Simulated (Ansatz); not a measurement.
SiC under load (space group P6_3mc), PBE with spin-orbit coupling, rigid bands (Ansatz, a first-principles code). Condition of this run: hydrostatic pressure of 30 GPa (compression positive) (the target of the relaxation). Band gap 2.07 eV, N_c = 9.99e18 cm⁻³ and N_v = 8.10e19 cm⁻³ at 300 K, conductivity masses along y (a = (2.97, 0.00, 0.00) Å; b = (-1.48, 2.57, 0.00) Å; c = (0.00, 0.00, 4.86) Å) of 0.419 mₑ (electrons) and 1.36 mₑ (holes). Take k_BT = 0.02585 eV.

Q: What built-in voltage has an abrupt junction with N_A = 1e17 and N_D = 1e17 cm⁻³, all dopants ionised?

A: V_bi = E_g/e − (k_BT/e) ln(N_c N_v/(N_A N_D)) = 2.07 − 0.02585 × 11.30 = 1.78 V, for the computed gap.

Q: Find the intrinsic carrier density and the intrinsic Fermi level.

A: n_i = √(N_c N_v) exp(−E_g/2k_BT) = 2.84e19 × exp(−40.04) = 1.2e2 cm⁻³. The level lies (k_BT/2) ln(N_v/N_c) = 27 meV from mid-gap (positive towards the conduction band). Each 0.1 eV added to the gap lowers n_i by a factor of 6.9.

Q: What thermal injection velocity √(2k_BT/πm) limits a ballistic channel along the direction named?

A: 8.31e6 cm/s for electrons and 4.61e6 cm/s for holes, a ratio of √(m_h/m_e) = 1.80, for dilute carriers.

Rigid bands with the computed gap; masses take one relaxation time for all states. Geometry: cell and atoms relaxed with PBEsol.
